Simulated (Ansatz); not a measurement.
## How far PBE and r2SCAN part for TiAl, isotropic strain −1.89 %

The parent structure is TiAl (space group P4/mmm, No. 123; a = 2.824 Å, c = 4.075 Å; relaxed with 0.1 eV smearing).

(Cell as relaxed with PBE.)

Levels (all Ansatz, a first-principles code, PAW, earlier PAW set): PBE (420 eV, no SOC); r2SCAN (500 eV, no SOC).

Each level relaxes its own structure.

```tsv
base	PBE	r2SCAN
volume per atom	16.25 Å³	16.07 Å³
lattice parameter a	2.824 Å	2.813 Å
band gap	zero	zero
```

It is then changed as follows: an isotropic linear strain of −1.89 %, atoms relaxed at fixed cell.

```json
[
 {"quantity": "pressure (mean of the normal stresses, compression positive)", "PBE": "7.2 GPa", "r2SCAN": "7.7 GPa"},
 {"quantity": "energy relative to the base (free energy F)", "PBE": "+19 meV/atom", "r2SCAN": "+21 meV/atom"}
]
```

PBE's pressure lies 0.5 GPa below r2SCAN's; PBE's energy relative to the base lies 1.1 meV/atom below r2SCAN's. Neither level is exact; r2SCAN is the comparison here, not a measurement.

No phonon test of stability was made. All final runs are without spin polarisation.
